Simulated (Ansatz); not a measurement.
Base system: Mg3Sb2 (space group P-3m1, No. 164).

```xyz
5
Lattice="4.5508 0.0000 0.0000 -2.2754 3.9411 0.0000 0.0000 0.0000 7.1806" Properties=species:S:1:pos:R:3 pbc="T T T"
Sb     0.0000     2.6274     1.6096
Sb     2.2754     1.3137     5.5709
Mg     0.0000     0.0000     0.0000
Mg     0.0000     2.6274     4.5425
Mg     2.2754     1.3137     2.6381
```

Cartesian axes are those of the cell as printed.

All numbers come from plane-wave PAW DFT at the PBEsol level (Ansatz, an electronic-structure program, 420 eV), no spin-orbit coupling.

Before the change:

- Valence-band top at Γ = 0.00, -0.43, -0.43 eV

One thing is altered: the cell is stretched by 2.99 % along z with no lateral relaxation; the atoms relax in the strained cell.

Question: How does this affect the largest internal atomic displacement and valence-band top at Γ?

Answer: The largest internal atomic displacement is 0.018 Å; the valence-band top at Γ (three highest levels, from the VBM) goes from 0.00, -0.43, -0.43 eV to 0.00, -0.19, -0.19 eV.

With Sb present, leaving out spin-orbit coupling can change the band edges. The levels and masses belong to the bands next to the band gap. Stability against distortions was not tested.
